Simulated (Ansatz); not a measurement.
The reference is AlAs in the wurtzite structure (space group P6_3mc, No. 186; a model cell, its experimental status unchecked).

```
AlAs
1.0
    4.00346     0.00000     0.00000
   -2.00173     3.46710     0.00000
    0.00000     0.00000     6.58077
Al As
2 2
Direct
  0.66667   0.33333   0.99984
  0.33333   0.66667   0.49984
  0.66667   0.33333   0.62536
  0.33333   0.66667   0.12536
```

Cartesian axes are those of the cell as printed.

Levels (all Ansatz, an electronic-structure program, PAW): PBEsol (420 eV, no spin-orbit coupling); HSE06 (420 eV, without spin-orbit coupling).

Its gap is 1.64 eV with PBEsol and 2.41 eV with HSE06.

One thing is altered: tensile biaxial strain of 1.47 % in the plane normal to [001], as in epitaxy on a mismatched substrate; the out-of-plane cell vector and the atoms relax.

With PBEsol the gap becomes 1.44 eV.

**Question.** If the HSE06 correction stayed the same, what would the HSE06 gap be, and what does the HSE06 run give?

**Answer.** A rigid correction of +0.77 eV gives 2.21 eV. The HSE06 run gives 2.24 eV, so the two effects roughly add.

Single points use the geometry relaxed with PBEsol. HSE06 gaps are upper bounds (no full band path). Whether these cells are dynamically stable was not tested. This is not the structure that AlAs has at room temperature and ambient pressure.
